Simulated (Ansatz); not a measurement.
## A constructed model of the (111)B surface of 3C silicon carbide, C-terminated, (√3x√3)R30° Bi adatom at T4 (bottom of the slab: 3 H on 3 bottom sites)

These are r2SCAN, at the PBE geometry (plane waves to 500 eV, PAW; Ansatz, a program for electronic structure) values and carry that method's errors.

Set-up: 28 atoms, 11.8 Å thick at the start with caps and adatoms (thin: gaps and levels are the slab's own); mesh 6x6x1; 0.025 eV smearing; dipole correction on; single point; on the structure that PBE left under its start's symmetry; no spin, no spin-orbit, no U. In PBE it is, or lies within 0.01 eV a 1x1 cell of, the lowest of the 2 structures of its composition computed so far; subsurface sites and larger cells were not tried.

```yaml
gap_of_the_slab_on_its_k_mesh: 2.22 eV
highest_filled_level_below_the_top_vacuum_level: 3.92 eV
cost: very roughly 90 core-seconds
```
